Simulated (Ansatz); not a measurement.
Base system: SiS2 (space group Ibam, No. 72; made of chains).

```yaml
crystal:
  lattice:
    - [-3.18287, 5.56346, 2.79635]
    - [3.18287, -5.56346, 2.79635]
    - [3.18287, 5.56346, -2.79635]
  atoms:
    - { symbol: S, position: [0.89640, 0.81848, 0.71488] }
    - { symbol: S, position: [0.39640, 0.68152, 0.07792] }
    - { symbol: S, position: [0.60360, 0.31848, 0.92208] }
    - { symbol: S, position: [0.10360, 0.18152, 0.28512] }
    - { symbol: Si, position: [0.75000, 0.75000, 0.00000] }
    - { symbol: Si, position: [0.25000, 0.25000, 0.00000] }
```

Cartesian axes are those of the cell as printed.

Method: PBE (Ansatz, an electronic-structure program, PAW, without spin-orbit coupling).

The change: biaxial strain −0.89 %, plane normal [001], relaxed out of plane (Cartesian); in-plane vectors clamped, the third vector and the atoms free.

**Question.** Estimate the effect on the out-of-plane strain.

**Answer.** The out-of-plane strain comes out as 0.00 %.

**Question.** How does this affect the energy relative to the base?

**Answer.** The energy stays essentially unchanged.

A biaxial case was relaxed in a doubled cell and then solved in the primitive one. Whether these cells are dynamically stable was not tested. No dispersion term is included, though the crystal is made of layers, chains or molecules, so its spacings can come out too wide.
